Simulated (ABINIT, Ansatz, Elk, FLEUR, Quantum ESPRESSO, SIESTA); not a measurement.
## One structure in several programs: GaTc (P-6m2, 2 atoms in the cell)

Self-consistent single point, at a second geometry (lattice scaled by 0.98). First geometry:

```yaml
crystal:
  lattice:
    - [2.83371, 0.00000, 0.00000]
    - [-1.41686, 2.45407, 0.00000]
    - [0.00000, 0.00000, 4.04042]
  atoms:
    - { symbol: Ga, position: [0.66667, 0.33333, 0.50000] }
    - { symbol: Tc, position: [0.33333, 0.66667, 0.00000] }
```

Shared settings, as Ansatz (a quantum-chemistry and plane-wave program) writes them: kpoints.mp_grid.grid = 11 11 7; scf.occupations.method = fermi_dirac; scf.occupations.width = 0.136 eV. Potentials and cutoffs stand in the table.

| code | model | ΔF from the first geometry (meV/atom) | pressure (GPa) | cutoff |
|---|---|---|---|---|
| ABINIT | PBEsol, PAW (JTH v2.0 PBE PAW, files made for PBE) | 56.5 | 19.30 | 20 Ha |
| Ansatz | PBEsol, PAW files | 55.9 | 19.17 | default |
| Elk | PBEsol, all-electron FP-LAPW, Elk's shipped species files, default APW+lo basis | 57.0 | – | default |
| Quantum ESPRESSO | PBEsol, PseudoDojo standard norm-conserving (PBESOL) pseudopotentials | 58.0 | 19.61 | 85 Ry |
| SIESTA | GGA PBEsol, numerical atomic orbitals DZP, PseudoDojo PBEsol standard norm-conserving potentials (rewritten from UPF to PSML) | 69.4 | 21.95 | grid 400 Ry |
| FLEUR | PBEsol, all-electron FLAPW (FLEUR), scalar-relativistic valence | 53.1 | – | Kmax 3.4 1/bohr |

A dash marks a value that a program does not give, or that is left out as unsure.

On Ansatz's run: spin polarisation is off.

The spread over the programs that give each value: ΔF from the first geometry within 16.3 meV/atom; pressure within 2.78 GPa.

SIESTA uses small atom-centred bases, whose incompleteness enters pressures, forces and empty levels differently from a plane-wave cutoff. Elk and FLEUR treat all electrons, but the usual bases taken here (sphere radii, linearisation, local orbitals, empty states) were not tested for convergence, so the values are no reference for the others. Ansatz's pressure is given at a fixed set of plane waves, as the other plane-wave codes print theirs. In the pressure, SIESTA (by 2.64) lies more than 1 GPa from the median of the plane-wave programs.

The starting cell comes from a database of computed structures (which also holds hypothetical and non-ambient phases and stackings), without a prior relaxation at this level. Its lattice was rescaled by a random factor within 2.5 % of one. For this run, on top of that: lattice scaled by 0.98.

Keys are those of Ansatz 0.2.
